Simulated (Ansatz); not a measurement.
Sn, response to strain

Take Sn in the diamond structure (space group Fd-3m, No. 227; a = 6.566 Å) as the base.

Strains are applied to the cell and any free atomic positions relax.

Calculations: r2SCAN/PAW in Ansatz (a first-principles code), no SOC.

```tsv
isotropic strain (%)	pressure (GPa)
0	0.0
0.5	-0.6
1	-1.2
1.5	-1.7
2	?
2.5	-2.6
3	-3.0
```

Task: Fit P = P₀ − Bδ + Cδ² with δ = (1 + ε)³ − 1 to the rows shown and predict the withheld row.

Result: Least squares on the printed values gives P₀ = 0.0 GPa, B = 42.2 GPa, C = 107 GPa (largest residual 0.0 GPa); this predicts -2.2 GPa, and the run gives -2.2 GPa, in agreement.

Whether these cells are dynamically stable was not tested.
